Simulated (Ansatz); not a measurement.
Data:

```
CELL_PARAMETERS angstrom
      3.29989     0.00000     0.00000
     -1.64994     2.85779     0.00000
      0.00000     0.00000    13.31963
ATOMIC_POSITIONS crystal
  W  0.33333 0.66667 0.25000
  W  0.66667 0.33333 0.75000
  Se 0.33333 0.66667 0.62486
  Se 0.66667 0.33333 0.12486
  Se 0.66667 0.33333 0.37514
  Se 0.33333 0.66667 0.87514
```

No spin polarisation.

All numbers come from Ansatz (a program for electronic structure), r2SCAN+rVV10, PAW, cutoff 500 eV, spin-orbit coupling left out. k-mesh 11×11×3 (Γ-centred); smearing 0.05 eV (Fermi–Dirac).

Question: Predict the stress and width of the top valence band.

Answer: 
- Stress (xx, yy, zz, yz, xz, xy; compression positive) = (-0.13, -0.13, -0.54, 0.00, 0.00, 0.00) GPa
- Width of the top valence band = 1.54 eV

With W present, leaving out spin-orbit coupling can change the band edges. The levels and masses belong to the bands next to the band gap. The cells carry an imposed strain or load. Whether these cells are dynamically stable was not tested. The cell was made from WSe2 in the 2H-MoS2 type structure (space group P6_3/mmc, No. 194; layered, stacked along the Cartesian z axis) by this change: uniaxial strain ε_zz = +1.28 %.
